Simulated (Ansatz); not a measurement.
System: hexagonal WC. Method: PBE-D3(BJ) in Ansatz (PAW).

Numerical settings: plane-wave cutoff 520 eV, 24×24×20 k mesh (along the axes of the cell as run), Fermi–Dirac smearing 0.05 eV, no spin polarisation, scalar-relativistic PAW data made under PBE.

Energies at three volumes about the minimum:

| V (Å³/atom) | E − E_lowest (meV/atom) |
|---|---|
| 10.123 | 5.33 |
| 10.330 | 0.00 |
| 10.537 | 4.97 |

Question: Fit a parabola by hand: where is the minimum, and what is the bulk modulus?

Answer: Slopes: (0.00 − 5.33)/(10.330 − 10.123) = -25.749 and (4.97 − 0.00)/(10.537 − 10.330) = 24.010 meV/Å³. Curvature E″ = 2 × (24.010 − (-25.749))/(10.537 − 10.123) = 240.382 meV/Å⁶. From the middle of the first interval, the slope vanishes at V0 = 10.2265 − (-25.749)/240.382 = 10.334 Å³/atom. B = V0 E″ = 10.334 × 240.382 meV/Å³ × 0.1602 GPa per meV/Å³ = 398 GPa. The full Birch–Murnaghan fit to all volumes gives V0 = 10.330 Å³/atom and B0 = 399 GPa.

Shape and atoms are relaxed at each volume.

Measured, for comparison: bulk modulus 384 ± 0.8 GPa (room temperature, no zero-point or thermal correction, adiabatic, ultrasonic, our sources range from 377 to 412; as tabulated in Compression behavior of WC and WC-6%Co up to 50 GPa (OSTI 1006718)). Computed (rounded) less measured: bulk modulus +4 % (inside the range of the sources held).

Note: the bulk modulus comes from volumes at which shape and atoms were relaxed.

Ansatz is an electronic-structure program.
